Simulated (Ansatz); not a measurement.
The parent structure is LiBr in the rock salt structure (space group Fm-3m, No. 225; a = 5.511 Å).

Calculations: PBE (Ansatz, a program for electronic structure, PAW, spin-orbit coupling left out).

One change was made to it. Results:

The lattice parameter a grows by 0.078 Å, from 5.511 Å to 5.589 Å; the electron mass remains 0.35 mₑ (at Γ); the band gap decreases by 0.175 eV to 4.73 eV.

Question: What was done to the base?
A) pressure −2 GPa
B) pressure 45 GPa
C) pressure −1 GPa

Answer: C, pressure −1 GPa. For comparison, the band gap in the other runs: pressure −2 GPa gives 4.54 eV; pressure 45 GPa gives 5.42 eV.

Load acts through the strain it causes; cell and atoms are relaxed under it. Effective masses come from finite differences of ±0.01 Å⁻¹. No phonon test of stability was made. Competing high-pressure phases were not computed.
